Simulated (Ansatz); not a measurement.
Start from MgO in the rock salt structure (space group Fm-3m, No. 225).

```
CELL_PARAMETERS angstrom
      0.00000     2.07958     2.07958
      2.07958     0.00000     2.07958
      2.07958     2.07958     0.00000
ATOMIC_POSITIONS crystal
  Mg 0.00000 0.00000 0.00000
  O  0.50000 0.50000 0.50000
```

All numbers come from LDA (Ansatz, an electronic-structure program), no SOC.

Before the change:

The band gap is 5.03 eV and the electron mass is 0.36 mₑ (at Γ).

One thing is altered: the cell is scaled by 1.0250 in all directions, atoms relaxed at fixed cell.

Q: Predict the new band gap, electron mass and energy relative to the base.

A: The band gap shrinks by 0.72 eV, from 5.03 eV to 4.31 eV; the electron mass changes from 0.36 mₑ (at Γ) to 0.33 mₑ (at Γ); the energy goes up by 25 meV/atom.

The cells carry an imposed strain or load. Masses are band curvatures over ±0.01 Å⁻¹ around the edge. No phonon test of stability was made.
